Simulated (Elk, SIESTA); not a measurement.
An Elk input for a self-consistent single point of Mg₂Ge (Fm-3m, 3 atoms in the cell) (DFT, PBE, spin-orbit coupling in second variation, all-electron FP-LAPW, Elk's shipped species files, APW+lo basis with extra local orbitals):

```
tasks
  0

xctype
  20

spinorb
  .true.

rgkmax
  7.5

gmaxvr
  16.0

nxlo
  2

lorbcnd
  .true.

lmaxi
  3

nempty
  10

stype
  3

swidth
  0.00499791

avec
    0.0000000000    6.0517439792    6.0517439792
    6.0517439792    0.0000000000    6.0517439792
    6.0517439792    6.0517439792    0.0000000000

atoms
  2   : nspecies
  'Mg.in'   : spfname
  2   : natoms; atposl, bfcmt below
  0.7500000000  0.7500000000  0.7500000000    0.0 0.0 0.0
  0.2500000000  0.2500000000  0.2500000000    0.0 0.0 0.0
  'Ge.in'   : spfname
  1   : natoms; atposl, bfcmt below
  0.0000000000  0.0000000000  0.0000000000    0.0 0.0 0.0

ngridk
  6 6 6
```

Problem. Write the same calculation as an input for SIESTA.

Solution. This is the input that was run; spellings and numerical settings could be chosen otherwise.

```
# files in the folder: Mg.psml Ge.psml (PseudoDojo PBE fully relativistic)
SystemName  Mg2Ge
SystemLabel mg2ge

NumberOfAtoms                3
NumberOfSpecies              2
%block ChemicalSpeciesLabel
  1 12 Mg
  2 32 Ge
%endblock ChemicalSpeciesLabel
LatticeConstant              4.528941 Ang
%block LatticeVectors
     0.000000000    0.707106805    0.707106805
     0.707106805    0.000000000    0.707106805
     0.707106805    0.707106805    0.000000000
%endblock LatticeVectors
AtomicCoordinatesFormat      Ang
%block AtomicCoordinatesAndAtomicSpecies
     4.803667500    4.803667500    4.803667500  1
     1.601222500    1.601222500    1.601222500  1
     0.000000000    0.000000000    0.000000000  2
%endblock AtomicCoordinatesAndAtomicSpecies

XC.functional                GGA
XC.authors                   PBE
PAO.BasisSize                DZP
PAO.EnergyShift              0.005 Ry
MeshCutoff                   300 Ry
%block kgrid.MonkhorstPack
    6   0   0  0.0
    0   6   0  0.0
    0   0   6  0.0
%endblock kgrid.MonkhorstPack
OccupationFunction           FD
ElectronicTemperature        136.0 meV
Spin                         spin-orbit
%block DM.InitSpin
  1 0.00 0.00 0.00
  2 0.00 0.00 0.00
  3 0.00 0.00 0.00
%endblock DM.InitSpin

MaxSCFIterations             150
SCF.Mixer.Method             Pulay
SCF.Mixer.Weight             0.1
SCF.Mixer.History            6
SCF.DM.Tolerance             1.0E-04
Diag.ParallelOverK           true
WriteForces                  true
Charge.Mulliken              end
```

Basis, cutoffs, solver keys and any potentials are the target program's own. This input uses DFT, GGA PBE with spin-orbit coupling, numerical atomic orbitals DZP, PseudoDojo PBE fully relativistic norm-conserving potentials (rewritten from UPF to PSML). Both were run: size of the net moment 0.00 μB/atom in Elk and 0.00 in SIESTA.

On Elk: the starting cell comes from a database of computed structures (which also holds hypothetical and non-ambient phases and stackings), without a prior relaxation at this level. Its lattice was rescaled by a random factor within 2.5 % of one. Values depend on the basis (sphere radii, cutoffs, local orbitals), which need not be converged.

On SIESTA: the starting cell comes from a database of computed structures (which also holds hypothetical and non-ambient phases and stackings), without a prior relaxation at this level. Its lattice was rescaled by a random factor within 2.5 % of one. Values carry the incompleteness of an atom-centred basis.
